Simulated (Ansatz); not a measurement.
Electronic density of states of amorphous silicon oxide (Si24O47), density 2.14 g/cm³, on a 2×2×2 Γ-centred mesh with a Gaussian width of 0.1 eV; energies count from the Fermi level, whose place inside the gap is arbitrary. Cell and mesh are small, so fine structure isn't converged. Computed with PBE, scalar-relativistic without spin-orbit coupling (plane waves to 420 eV, PAW; Ansatz, a program for electronic structure). Sampling: a 2×2×2 Γ-centred mesh; Fermi-Dirac width 0.02 eV; no spin polarisation. The usual formal charges leave 2 electrons over, so the level spacing at the Fermi energy parts defect or band states and needn't be the band gap. At PBE the levels at the filled edge of the gap are localised (band-tail or defect states), and the nearest spread-out levels lie 5.2 eV apart at the zone centre.

It comes from a melt-quench run on a machine-learned potential (CHGNet), relaxed afterwards by DFT. O atoms were pushed apart under 1.9 Å during the dynamics, to hinder bonds among them. The hot cell started wider than the set density and was brought back towards it in steps. It is the lowest in DFT energy of 2 quenches. It is a model cell: composition and starting density were chosen by hand, and all elements were melted together. No dispersion term was used. Its density started from a set value of 2.25 and ended at 2.14 g/cm³. The quench (nominally 150 K/ps over its main leg) was far faster than any real one, so the model tends to hold more defects than a real film. Values belong to this one cell and scatter from quench to quench. Volume and shape were free in the relaxation.

```csv
E - EF (eV),states/(eV atom)
-12.00,0.15
-11.90,0.11
-11.80,0.15
-11.70,0.19
-11.60,0.21
-11.50,0.15
-11.40,0.14
-11.30,0.18
-11.20,0.22
-11.10,0.22
-11.00,0.22
-10.90,0.23
-10.80,0.23
-10.70,0.20
-10.60,0.15
-10.50,0.15
-10.40,0.19
-10.30,0.19
-10.20,0.18
-10.10,0.24
-10.00,0.24
-9.90,0.21
-9.80,0.26
-9.70,0.31
-9.60,0.29
-9.50,0.26
-9.40,0.39
-9.30,0.46
-9.20,0.48
-9.10,0.53
-9.00,0.54
-8.90,0.48
-8.80,0.40
-8.70,0.37
-8.60,0.37
-8.50,0.44
-8.40,0.48
-8.30,0.45
-8.20,0.33
-8.10,0.13
-8.00,0.11
-7.90,0.35
-7.80,0.31
-7.70,0.08
-7.60,0.07
-7.50,0.21
-7.40,0.29
-7.30,0.22
-7.20,0.13
-7.10,0.25
-7.00,0.36
-6.90,0.45
-6.80,0.50
-6.70,0.50
-6.60,0.60
-6.50,0.66
-6.40,0.71
-6.30,0.74
-6.20,0.79
-6.10,0.84
-6.00,0.78
-5.90,0.70
-5.80,0.67
-5.70,0.71
-5.60,0.81
-5.50,0.88
-5.40,0.89
-5.30,0.87
-5.20,0.82
-5.10,0.83
-5.00,0.80
-4.90,0.78
-4.80,0.89
-4.70,0.90
-4.60,0.84
-4.50,0.80
-4.40,0.87
-4.30,0.86
-4.20,0.69
-4.10,0.58
-4.00,0.50
-3.90,0.49
-3.80,0.44
-3.70,0.39
-3.60,0.25
-3.50,0.17
-3.40,0.12
-3.30,0.13
-3.20,0.11
-3.10,0.02
-3.00,0.04
-2.90,0.14
-2.80,0.09
-2.70,0.01
-2.60,0.00
-2.50,0.00
-2.40,0.05
-2.30,0.15
-2.20,0.07
-2.10,0.01
-2.00,0.00
-1.90,0.00
-1.80,0.00
-1.70,0.02
-1.60,0.12
-1.50,0.12
-1.40,0.02
-1.30,0.00
-1.20,0.00
-1.10,0.00
-1.00,0.00
-0.90,0.00
-0.80,0.00
-0.70,0.00
-0.60,0.00
-0.50,0.00
-0.40,0.00
-0.30,0.00
-0.20,0.00
-0.10,0.00
0.00,0.00
0.10,0.00
0.20,0.00
0.30,0.00
0.40,0.00
0.50,0.00
0.60,0.00
0.70,0.00
0.80,0.00
0.90,0.00
1.00,0.00
1.10,0.00
1.20,0.00
1.30,0.00
1.40,0.01
1.50,0.02
1.60,0.03
1.70,0.04
1.80,0.06
1.90,0.06
2.00,0.05
2.10,0.01
2.20,0.00
2.30,0.01
2.40,0.02
2.50,0.02
2.60,0.06
2.70,0.06
2.80,0.05
2.90,0.10
3.00,0.07
3.10,0.10
3.20,0.16
3.30,0.14
3.40,0.15
3.50,0.18
3.60,0.16
3.70,0.19
3.80,0.22
3.90,0.20
4.00,0.24
4.10,0.24
4.20,0.25
4.30,0.29
4.40,0.27
4.50,0.25
4.60,0.32
4.70,0.34
4.80,0.35
4.90,0.39
5.00,0.38
5.10,0.41
5.20,0.51
5.30,0.55
5.40,0.52
```

The level spacing at the Fermi energy on this mesh is 3.06 eV; the broadening fills part of it in the curve.
